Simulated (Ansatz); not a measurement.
Take Zr in the hcp (Mg type) structure (space group P6_3/mmc, No. 194; relaxed with 0.1 eV smearing) as the base.

```yaml
crystal:
  lattice:
    - [3.23041, 0.00000, 0.00000]
    - [-1.61520, 2.79762, 0.00000]
    - [0.00000, 0.00000, 5.17879]
  atoms:
    - { symbol: Zr, position: [0.66667, 0.33333, 0.75000] }
    - { symbol: Zr, position: [0.33333, 0.66667, 0.25000] }
```

Cartesian axes are those of the cell as printed.

Calculations: Ansatz (an electronic-structure program), PBE, PAW, cutoff 420 eV, scalar-relativistic without spin-orbit coupling.

It is then changed as follows: the cell is stretched by 2.00 % along z with no lateral relaxation, atoms relaxed at fixed cell.

**Question.** Predict the stress tensor and what it implies for the stiffness.

**Answer.** Stress of the strained cell less that of the base (GPa, compression positive):
```
   -1.3     0.0     0.0
    0.0    -1.3     0.0
    0.0     0.0    -3.1
```

Then −Δσ_ii/ε with ε = 0.0200 gives secant stiffness values (nonlinear terms included at this strain): C33 ≈ 153 GPa, C13 ≈ 63 GPa and C23 ≈ 63 GPa.

As a check, the harmonic strain energy −½ V₀ Δσ:ε is 4.5 meV/atom; the computed energy rise is 4.6 meV/atom.

Whether these cells are dynamically stable was not tested. The final runs are not spin-polarised.
